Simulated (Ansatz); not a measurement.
Consider Nb in the bcc (W type) structure (space group Im-3m, No. 229; relaxed with 0.1 eV smearing).

```xyz
1
Lattice="-1.6364 1.6364 1.6364 1.6364 -1.6364 1.6364 1.6364 1.6364 -1.6364" Properties=species:S:1:pos:R:3 pbc="T T T"
Nb     0.0000     0.0000     0.0000
```

Cartesian axes are those of the cell as printed.

Calculations: plane-wave PAW DFT at the PBEsol level (Ansatz, a program for electronic structure, 420 eV), spin-orbit coupling left out, earlier PAW set.

The change: uniaxial strain ε_zz = +2.39 %, all other strain components held at zero, atoms relaxed at fixed cell.

Problem. Predict the stress tensor and what it implies for the stiffness.

Solution. Stress of the strained cell less that of the base (GPa, compression positive):
```
   -3.1     0.0     0.0
    0.0    -3.1     0.0
    0.0     0.0    -5.9
```

Then −Δσ_ii/ε with ε = 0.0239 gives secant stiffness values (nonlinear terms included at this strain): C33 ≈ 248 GPa, C13 ≈ 130 GPa and C23 ≈ 130 GPa.

As a check, the harmonic strain energy −½ V₀ Δσ:ε is 7.8 meV/atom; the computed energy rise is 7.9 meV/atom.

Stability against distortions was not tested. The final runs are not spin-polarised.
